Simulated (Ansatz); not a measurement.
Cell and atoms of amorphous Si16B10O47:

```xyz
73
Lattice="10.8262 0.0846 0.2242 0.0846 9.9076 -0.0476 0.2242 -0.0476 10.1179" Properties=species:S:1:pos:R:3 pbc="T T T"
Si     1.1070     6.9149     5.8082
Si     4.4342     2.8123     4.1538
Si     9.1107     4.3699     5.9725
Si     2.5335     4.2681     8.7569
Si     7.7424     9.1935     5.8428
Si     6.9923     1.2024     8.1435
Si     2.6761     1.7434     0.4345
Si     3.1305     9.8525     4.5389
Si     6.1642     7.1913     0.7080
Si     0.8604     5.7314     1.0069
Si     2.0390     3.4413     2.7748
Si     8.6122     5.4815     0.6751
Si     4.7513     9.3190     9.2317
Si     0.8496     0.8693     2.5875
Si     6.2326     3.5830     6.6675
Si     5.1591     7.6577     5.1370
B      7.9536     2.7947    10.1673
B      9.6800     9.2796     3.6795
B      5.8796     6.8420     2.7311
B      6.6974     2.9055     2.4127
B      4.6958     5.6416     7.1868
B      0.6742     4.2361     6.6949
B      8.4054     4.4976     3.3062
B      9.2496     7.0484     6.6547
B      2.7815     8.8432     7.0272
B      0.6532     7.4215     3.1200
O      5.9365     5.0496     7.3080
O      4.6054     6.7808     6.4075
O      8.0818     1.8522     9.1674
O      1.0866     4.6067     2.1741
O     10.2008     5.8369     0.5188
O      8.5988     4.0028    10.0346
O      6.4612     7.9905     2.1565
O      3.7453     0.5292     0.1905
O     10.4715     7.6077     6.4178
O      7.7097     3.3250     3.2577
O      6.9231     2.5353     1.1123
O      9.1536     4.8294     4.4026
O      6.1773     8.8712     5.5137
O      2.9203     2.7474     9.2874
O      2.6196     9.8650     6.1023
O      1.4335     7.1242     4.2133
O      7.7869     6.5650    10.1666
O      2.1031     7.6641     6.8621
O      1.9589     9.8036     3.3876
O      3.6341     8.9959     8.0975
O      0.9538     2.3365     3.2983
O      6.0743     0.0203     8.7614
O      5.2899     7.8937     9.8922
O      8.1632     7.8589     6.6749
O      7.7925     3.4785     6.2449
O      2.1613     5.3373     9.9477
O      8.5885     9.4979     4.4841
O      1.2738     1.0098     0.9837
O      3.9549     8.4528     4.3743
O      5.9478     2.3863     7.7260
O      1.2106     3.8833     7.8879
O      8.3387     5.4110     2.2800
O      3.1319     3.8093     3.9359
O      5.4382     2.7554     2.8833
O      9.0739     5.7123     6.8977
O     10.1500     0.4238     3.0128
O      7.7760     0.5909     6.8532
O      3.0279     2.7446     1.6691
O     10.4566     3.5678     6.4189
O      1.1609     5.3120     5.9940
O      1.0696     7.1332     1.8252
O      5.2063     3.4070     5.4355
O      5.4645     6.0046     1.6807
O     10.2188     8.0299     3.5606
O      5.7584     6.5756     4.0594
O      3.9378     1.2812     4.3882
O      3.6262     5.0644     7.8383
```

Method: PBE, scalar-relativistic without spin-orbit coupling (plane waves to 420 eV, PAW; Ansatz, an electronic-structure program).

It comes from a melt-quench run on a machine-learned potential (CHGNet), relaxed afterwards by DFT. O atoms were pushed apart under 1.9 Å during the dynamics, to hinder bonds among them. The hot cell started wider than the set density and was brought back towards it in steps. It is the lowest in DFT energy of 2 quenches. It is a model cell: composition and starting density were chosen by hand, and all elements were melted together. No dispersion term was used. Its density started from a set value of 2.17 and ended at 2.00 g/cm³. The simulated quench (nominally 470 K/ps over its main leg) is rapid and tends to freeze in more defects than a deposited or slowly cooled glass has. One small periodic cell is one sample of the glass; other quenches scatter about these values. Volume and shape were free in the relaxation.

Cut-offs for bonds: Si-Si 2.60 Å, Si-B 2.28 Å, Si-O 1.90 Å, B-B 1.97 Å, B-O 1.64 Å, O-O 1.58 Å. Two cations that share two anions don't count as bonded, nor two that share one unless they lie closer than Si-Si 2.38 Å, Si-B 2.09 Å, B-B 1.80 Å.

Give the coordination numbers, mean bond lengths and angles.


The mean coordination of Si by anions is 4.00 (16 with 4), the mean coordination of B by anions comes out as 3.00 (10 with 3) and the mean coordination of O is 2.00 (47 with 2). The mean Si-O bond is 1.636 Å (spread 0.015 Å, 64 counted) and the mean B-O bond is 1.376 Å (spread 0.013 Å, 30 counted). The bond angle at Si comes out as mean 109.4°, spread 5.5° and the bond angle at B comes out as mean 120.0°, spread 3.3°. The bond angle at O is mean 136.8°, spread 16.7°.

List the pairs of like atoms that count as bonded by the rules above.

There are none by these rules.
